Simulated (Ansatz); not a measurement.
# BaTiO3: energy against volume

BaTiO3 (cubic perovskite, Pm-3m, 12.182 Å³/atom and stress up to 0.01 GPa in the relaxed cell, cube axes along x, y and z) under an equal strain ε along all three axes. LDA in Ansatz, a plane-wave DFT program (PAW, default set), 420 eV, 8×8×8 Γ-centred mesh, Fermi-Dirac smearing 0.05 eV; ions are relaxed, or left where forces stay under 0.02 eV/Å, within the symmetry of each cell.

Here V stands for volume and E for E less E0.

| volume (Å³/atom) | E less E0 (meV/atom) | pressure (GPa) |
|---|---|---|
| 11.1182 | ? | ? |
| 11.5360 | 23.08 | 12.03 |
| 11.7487 | 10.08 | 7.67 |
| 11.9641 | 2.45 | 3.67 |
| 12.1820 | 0.00 | -0.01 |
| 12.4026 | 2.41 | -3.38 |
| 12.6259 | 9.33 | -6.47 |
| 12.8518 | 20.41 | -9.29 |

The 7 complete rows are fitted with the third-order Birch-Murnaghan form, a cubic in V^(-2/3), E against V. With u = V^(-2/3) - 0.189, the rows have u = 0.006868, 0.004497, 0.002167, -0.000119, -0.002366, -0.004573, -0.006740. Least squares gives E = 0.032 + 102.01·u + 468984·u² + 739753·u³. Residuals (row less fit): -0.014, 0.038, -0.013, -0.027, 0.004, 0.028, -0.013; standard error 0.034 (degrees of freedom: 3). Its minimum lies at u = -0.000109, so V0 = (0.188891)^(-3/2) = 12.18. There d²E/du² = 937500 and d³E/du³ = 4439000, so B0 = (4/9) × 12.18^(-7/3) × 937500 × 0.160218 = 196 GPa (the last factor turns the table's units into GPa), and B0' = 4 + (2/3) × 0.188891 × (4439000)/937500 = 4.6. B0' rests on the cubic coefficient alone and has a standard error of 0.2 from these residuals.

### Question
What does the fit predict for E at V = 11.1182, and how far is the calculated value from it?

### Answer
u = 0.011745, so E = 0.032 + 102.01 × 0.011745 + 468984 × 0.011745² + 739753 × 0.011745³ = 67.123 meV/atom. The calculation gives 66.91 meV/atom, 0.213 meV/atom below the prediction (0.3 % of the range of E in the table). The row lies outside the fitted rows, so this is an extrapolation. From the scatter of the fitted rows alone, a prediction at this place has a standard error of 0.251 meV/atom, so the miss is 0.8 times that.

The primitive cell can neither tilt nor turn polar against its symmetry, as such crystals can under strain. Other structures, which can take over under pressure, weren't tried. The same form fitted to the pressure column gives B0' = 4.5; series where the two differ by over 0.4 aren't shown. BaTiO3 is here the ideal cubic form; the compound distorts at low or room temperature. Rows are the converged runs of the series near zero and its far end, less any whose ions stayed unrelaxed beside relaxed ones; series whose fitted rows scatter by over a few per cent of the range, as at a crossing or softening among them, aren't shown in this form.
